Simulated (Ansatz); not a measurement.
Hops of point defects in bixbyite In2O3, each between lowest sites run for its defect: PBE bands (Ansatz, an electronic-structure program, plane waves to 420 eV, PAW, climbing-image NEB) beside the CHGNet universal potential on its own band (it has no charge state). Static nuclei, no finite-size correction. The rows are a random draw from the bands that converged and passed our checks of state and shape. Saddle orders were checked for a part of the study's bands only and are not shown. Vacancies start on their lattice site; split forms were not set up. Charge states are imposed.

| Row | Defect | Route | Hop (Å) | Cell and PBE mesh | CHGNet k-points | PBE barrier x (eV) | CHGNet barrier y (eV) |
|---|---|---|---|---|---|---|---|
| 1 | interstitial Mg, charge +2 | Mg moves farthest | 2.11 | 80 sites, one k-point at (0.250, 0.250, 0.250) | none | 0.79 | 0.44 |
| 2 | interstitial Cu, charge +1 | Cu moves farthest | 1.89 | 80 sites, one k-point at (0.250, 0.250, 0.250) | none | 0.27 | 0.20 |
| 3 | O vacancy, charge +2 | a nearby O jumps into the vacancy | 2.64 | 80 sites, one k-point at (0.250, 0.250, 0.250) | none | 0.55 | 0.60 |
| 4 | O vacancy, charge 0 | a nearby O jumps into the vacancy | 2.65 | 80 sites, one k-point at (0.250, 0.250, 0.250) | none | 1.22 | 0.87 |
| 5 | O vacancy, charge +2 | a nearby O jumps into the vacancy | 2.38 | 80 sites, one k-point at (0.250, 0.250, 0.250) | none | 0.80 | 0.69 |
| 6 | interstitial Na, charge +1 | Na moves farthest | 2.15 | 80 sites, one k-point at (0.250, 0.250, 0.250) | none | 0.59 | ? |

Fit a straight line y = a x + b to rows 1 to 5, predict row 6, and compare with the computed value.

Means: x̄ = 0.726, ȳ = 0.560 eV. Sums: Sxx = 0.493, Sxy = 0.312 eV². So a = Sxy/Sxx = 0.633 and b = ȳ − a x̄ = 0.100 eV, with a scatter of 0.14 eV about the line. Row 6: 0.633 × 0.59 + 0.100 ≈ 0.47 eV. The computed CHGNet value is 0.45 eV, -0.02 eV from the line, within the scatter. The line only summarises these rows of one host.
